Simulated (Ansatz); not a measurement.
# InCl₃ in the ReO3 type structure (space group Pm-3m, No. 221; a hypothetical phase, not in the database extracts checked)

Space group Pm-3m (No. 221); a = 5.026 Å, b = 5.026 Å, c = 5.026 Å, α = 90.00°, β = 90.00°, γ = 90.00°

```csv
atom,site,symmetry,x,y,z
In,1a,m-3m,0.0000,0.0000,0.0000
Cl,3d,4/mm.m,0.0000,0.0000,0.5000
```

Calculations: plane-wave PAW DFT at the PBEsol level (Ansatz, a first-principles code, 420 eV), no spin-orbit coupling. Γ-centred 9×9×9 mesh, Fermi–Dirac width 0.05 eV.

```yaml
volume_per_atom: 31.74 Å³
density: 2.89 g/cm³
band_gap: zero
total_energy: -2177.843 eV/atom (σ→0; compares only within this code and set-up)
```

No phonon test of stability was made. The final runs are not spin-polarised. A zero or small gap of InCl3 can be the functional's error rather than a property of the material.
